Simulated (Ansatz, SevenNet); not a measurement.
For Ge₃N₄ (P6₃/m, No. 176; cell taken from a computed entry), the machine-learned potential SevenNet-0 (trained on PBE and PBE+U data) gives:

```
Quantity                         Result
------------------------------  -------
equilibrium lattice constant a  8.122 Å
c axis length                   3.117 Å
```

Task: What does LDA (Ansatz, an electronic-structure program, plane waves, PAW) give for the same quantities?

Result: 
- lattice constant a: 7.992 Å (decreases by 1.6 %)
- lattice parameter c: 3.060 Å (drops by 1.8 %)

Changes are worked out from the printed values.

Unless a cell is named, each level is at its own relaxed cell (SevenNet-0 12.72, LDA 12.09 Å³/atom).

Caveats: the relaxation could not lower the start's symmetry, so the cell can be a saddle point above a distorted one (SevenNet-0, LDA). Ansatz's density-functional and Hartree–Fock values are scalar-relativistic unless marked +SOC, with PAW data made under PBE.
